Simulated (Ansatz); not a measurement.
## GaN: band gap against strain

GaN (wurtzite, P6_3mc, 11.371 Å³/atom at rest, c along z) under an equal strain ε along all three axes. PBEsol in Ansatz, a plane-wave DFT program (PAW, default set), 420 eV, 12×12×7 Γ-centred mesh, Fermi-Dirac smearing 0.05 eV; ions are relaxed within the symmetry of each cell. Gaps are the smallest over the k-mesh and a band path, without spin-orbit coupling; in all rows the valence edge lies at Γ and the conduction edge at Γ.

Here s stands for strain and Eg for gap.

| strain (%) | gap (eV) |
|---|---|
| -3.00 | ? |
| -1.80 | 2.233 |
| -1.20 | 2.113 |
| -0.60 | 1.994 |
| 0.00 | 1.875 |

Task: Fit Eg against s with a straight line, and predict the withheld value at s = -3.00.

Result: Means: s -0.90000, Eg 2.0537. About the means, the sum of products is -0.35790 and the sum of squares of s is 1.8000; the slope is their ratio. Least squares gives Eg = 1.8748 - 0.19883·s. Residuals (row less fit): 0.0003, -0.0004, -0.0001, 0.0002; standard error 0.0004 (degrees of freedom: 2). Over these rows the gap moves by -20 ± 0.03 eV per unit strain, or -6.6 eV per unit of ln V. At the withheld row, Eg = 1.8748 - 0.19883 × (-3.0) = 2.4713 eV. The calculation gives 2.474 eV, 0.0027 eV above the prediction (0.5 % of the range of Eg in the table). The row lies outside the fitted rows, so this is an extrapolation. The fitted rows scatter only by rounding.

One order more, fitted to all 6 runs of the series, follows each within 0.001, so the miss is the next term of a smooth law. Other structures, which can take over under pressure, weren't tried. Rows are the converged runs of the series near zero and its far end; series whose fitted rows scatter by over a few per cent of the range, as at a crossing or softening among them, aren't shown in this form. Most that stay on the fit to the last digits aren't either.
